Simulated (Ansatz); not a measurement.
We consider AlCl3 (C2/m, No. 12), described by LDA (Ansatz, a program for electronic structure, PAW).

Numerical settings: plane-wave cutoff 520 eV, 8×8×6 k mesh (along the axes of the cell as run), Fermi–Dirac smearing 0.01 eV, scalar-relativistic PAW data made under PBE.

Response to compression and expansion:

Shape and atoms are relaxed at each volume.

```
V (Å³/atom)  P (GPa)  direct gap at Γ (eV)  smallest gap on the k mesh (eV)
-----------  -------  --------------------  -------------------------------
20.162          0.99                 5.430                            4.780
20.582          0.44                 5.428                            4.844
21.002          0.00                 5.436                            4.905
21.422         -0.34                 5.448                            4.967
21.842         -0.59                 5.438                            5.024
```

The fundamental gap (4.91 eV at the equilibrium volume, with added k points) lies elsewhere than Γ–Γ.

Note: the bulk modulus comes from volumes at which shape and atoms were relaxed.
